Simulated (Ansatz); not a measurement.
# ZrSnO₃ in the cubic perovskite structure (space group Pm-3m, No. 221; a hypothetical phase, not in the database extracts checked)

```xyz
5
Lattice="4.1287 0.0000 0.0000 0.0000 4.1287 0.0000 0.0000 0.0000 4.1287" Properties=species:S:1:pos:R:3 pbc="T T T"
Sn     0.0000     0.0000     0.0000
Zr     2.0644     2.0644     2.0644
O      0.0000     2.0644     2.0644
O      2.0644     2.0644     0.0000
O      2.0644     0.0000     2.0644
```

Method: Ansatz (a quantum-chemistry and plane-wave program), PBEsol, PAW, cutoff 420 eV, no spin-orbit coupling. Γ-centred 8×8×8 mesh, Fermi–Dirac width 0.05 eV.

| Item | Result |
|---|---|
| Volume per atom | 14.08 Å³ |
| Density | 6.09 g/cm³ |
| Band gap | 1.69 eV, direct at X |
| Electron mass | 0.15 mₑ along k, 0.34 mₑ across |
| Hole mass | 0.18 mₑ along k, 0.83 mₑ across |
| Lowest conduction-band minima above the VBM | X along ⟨100⟩ 1.69 eV; a point along ⟨111⟩, about 0.7 Å⁻¹ from Γ 2.42 eV; a point along ⟨110⟩, about 0.7 Å⁻¹ from Γ 3.12 eV |
| Total energy | -2353.019 eV/atom (σ→0; compares only within this code and set-up) |

Masses are band curvatures over ±0.01 Å⁻¹ around the edge. Along k means along the line from Γ to the band edge. No phonon test of stability was made. Many cubic perovskites are stable only at high temperature; tilts and polar distortions were not tested.
